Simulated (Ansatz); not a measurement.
## Band gap of diamond and zinc-blende semiconductors: measurement against PBE

Computed values from Ansatz (plane waves, PAW); cells keep the symmetry of their structure type. Ansatz (a program for electronic structure) is a plane-wave DFT program; potentials: the later of its two PAW sets. No spin-orbit coupling. Gaps are read at band edges searched over the zone in cells relaxed at that level.

Here x stands for PBE gap and y for measured gap.

```csv
solid,PBE gap (eV),measured gap (eV),basis of the measured value
GaAs,0.16,1.57,"low temperature, zero-point corrected"
InP,0.44,1.47,"low temperature, zero-point corrected"
CdTe,0.58,1.63,"unstated, zero-point corrected"
SiC,1.37,2.53,"low temperature, zero-point corrected"
AlAs,1.50,2.28,"low temperature, zero-point corrected"
GaP,1.58,2.43,"low temperature, zero-point corrected"
AlP,1.63,?,"low temperature, zero-point corrected"
```

Question: Using a straight line, estimate the missing y at x = 1.63 from the other rows, showing the fit.

Answer: With u = x - 0.9, the rows have u = -0.7400, -0.4600, -0.3200, 0.4700, 0.6000, 0.6800. Means: u 0.038333, y 1.985. About the means, the sum of products is 1.3933 and the sum of squares of u is 1.8961; the slope is their ratio. Least squares gives y = 1.957 + 0.7349·u. Residuals (row less fit): 0.157, -0.149, -0.092, 0.228, -0.118, -0.027; standard error 0.174 (degrees of freedom: 4). The slope is 0.735 with a standard error of 0.13. Before the fit, PBE less measured has mean -1.047, mean absolute 1.047 and median absolute 1.040 eV over these 6 rows. At the withheld row, u = 0.7300, so y = 1.957 + 0.7349 × 0.7300 = 2.493 eV. The measured value is 2.54 eV, 0.047 eV above the prediction (4.4 % of the range of y in the table). The row lies outside the fitted rows, so this is an extrapolation. From the scatter of the fitted rows alone, a prediction at this place has a standard error of 0.208 eV, so the miss is 0.2 times that.

Plain PBE misses this row by -0.91 eV. Spin-orbit coupling is left out, which can shift this property for GaAs, InP, CdTe, AlAs. The rows are a random draw of 7 from the 9 solids that have both values on this basis (zero-point corrected by the source), of 31 computed in this series. Not drawn: V to Ni and open 4f shells, rows kept for tests, unfit runs, cells that left their space group, values derived or compiled from fits, values whose temperature is given only as extrapolated, encyclopaedia, home-page and unnamed sources, sources from 2025 on, runs on another kind of cell, cells with moments, not at rest, warned of a lower state, or off the usual phase with no note on it here. Optical and fundamental gaps aren't told apart in the measured column. Measured values as quoted by these papers, many of them computational: GaAs Wei Chen et al., Physical Review Materials (2018), doi:10.1103/physrevmaterials.2.073803; InP Wei Chen et al., Physical Review Materials (2018), doi:10.1103/physrevmaterials.2.073803; CdTe Anna Miglio et al., npj Computational Materials (2020), arXiv:2011.12765; SiC Wei Chen et al., Physical Review Materials (2018), doi:10.1103/physrevmaterials.2.073803; AlAs Wei Chen et al., Physical Review Materials (2018), doi:10.1103/physrevmaterials.2.073803; GaP Wei Chen et al., Physical Review Materials (2018), doi:10.1103/physrevmaterials.2.073803; AlP Wei Chen et al., Physical Review Materials (2018), doi:10.1103/physrevmaterials.2.073803.
